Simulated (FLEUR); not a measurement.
Worked example: self-consistent single point of NbN (Fm-3m, 2 atoms in the cell) in FLEUR.

Method: PBE, all-electron FLAPW (FLEUR), scalar-relativistic valence in FLEUR.

The change in words: lattice scaled by 0.98. Reference geometry:
```xyz
2
Lattice="0.0000 2.1950 2.1950 2.1950 0.0000 2.1950 2.1950 2.1950 0.0000" Properties=species:S:1:pos:R:3 pbc="T T T"
Nb     0.0000     0.0000     0.0000
N      2.1950     2.1950     2.1950
```

Reference input (self-consistent single point, DFT, PBE, all-electron FLAPW (FLEUR), scalar-relativistic valence): Kmax = 4.3 1/bohr; GmaxXC = 12.9 1/bohr; xcFunctional = pbe; jspins = 1; l_soc = F; mode = gauss; fermiSmearingEnergy = 0.00499791 Htr; mesh (inpgen div1-3) = 17 17 17; inpgen gamma flag = false; Gmax = 12.9 1/bohr; numbands = 0; maxIterBroyd = 15. This run's input differs from it in these lines:

```diff
@@ -3,5 +3,5 @@
 &input film=f /
-0.0000000000 4.1479488436 4.1479488436
-4.1479488436 -0.0000000000 4.1479488436
-4.1479488436 4.1479488436 -0.0000000000
+-0.0000000000 4.0649898667 4.0649898667
+4.0649898667 -0.0000000000 4.0649898667
+4.0649898667 4.0649898667 0.0000000000
 1.0
@@ -43,5 +43,5 @@
          <bravaisMatrix>
-            <row-1>    0.0000000000000000     4.1479488436000000     4.1479488436000000</row-1>
-            <row-2>    4.1479488436000000     0.0000000000000000     4.1479488436000000</row-2>
-            <row-3>    4.1479488436000000     4.1479488436000000     0.0000000000000000</row-3>
+            <row-1>    0.0000000000000000     4.0649898667000004     4.0649898667000004</row-1>
+            <row-2>    4.0649898667000004     0.0000000000000000     4.0649898667000004</row-2>
+            <row-3>    4.0649898667000004     4.0649898667000004     0.0000000000000000</row-3>
          </bravaisMatrix>
```

Output (repeated stretches shortened):

```
 Iteration:     1   Distance:      34.79568200 me/bohr^3
 Iteration:     2   Distance:      29.40213863 me/bohr^3
 Iteration:     3   Distance:       9.85719738 me/bohr^3
 Iteration:     4   Distance:      11.93968489 me/bohr^3
 Iteration:     5   Distance:       1.30554701 me/bohr^3
   [... 6 lines left out ...]
 Iteration:    12   Distance:       0.00075893 me/bohr^3
 Iteration:    13   Distance:       0.00055005 me/bohr^3
 Iteration:    14   Distance:       0.00001702 me/bohr^3
 Iteration:    15   Distance:       0.00000405 me/bohr^3
 Run finished successfully
 Stop message:
   Structural relaxation: Done

[file out, last iteration]
             iter=     16
[...]
          total density-effective poten   -6.2907085454E+03
          total charge density-energy d   -1.2610316596E+02
 Updated energy parameters for spin:           1
[...]
 fermi energy and band-weighting factors:

[...]
FERMIE:
          first approx. to ef    (T=0)  :   0.668799 htr   (energy of the highest occ. eigenvalue)
          number of occ. states  (T=0)  :       1503
          first approx. to seigv (T=0)  :  -2.029701 htr
          sum of weights of occ. states :   9.002850
          sum of semicore charge        :   0.000000 e
          fermi energy=   0.66915 har   work function= -18.20863 ev
          number of valence electrons=  18.00000
     band-weighting factor for spin=    1
   [... lines left out ...]
          total moment                 =     0.00000
 Direct bandgap for spin            1 :    1.7058813846375642E-003  Htr
 ---->    free energy=                     -3875.2943054880 htr
   [... lines left out ...]
      extrapolation for T->0
 ---->    total electron energy=           -3875.2943054880 htr
 ***** TOTAL FORCES ON ATOMS *****
 TOTAL FORCE FOR ATOM TYPE=  1  X=  0.000   Y=  0.000   Z=  0.000
                       FX_TOT= 0.000000 FY_TOT= 0.000000 FZ_TOT= 0.000000
 TOTAL FORCE FOR ATOM TYPE=  2  X=  4.065   Y=  4.065   Z=  4.065
                       FX_TOT= 0.000000 FY_TOT= 0.000000 FZ_TOT= 0.000000
 Structural relaxation: Done
```

The run converged in 15 iterations. FLEUR gives forces in its relaxation mode, with a further iteration, so its stop message speaks of a relaxation. Against the reference run the total energy goes up by 69.3 meV/atom.

The starting cell has typed, rounded lattice constants, without a prior relaxation at this level. For this run, on top of that: lattice scaled by 0.98. Spin polarisation is off. Values depend on the basis (sphere radii, cutoffs, local orbitals), which need not be converged. The log's line on a gap gives a spacing of levels on this mesh, which the program prints for metals too.

Cost on one core of a shared machine: roughly 50 s.
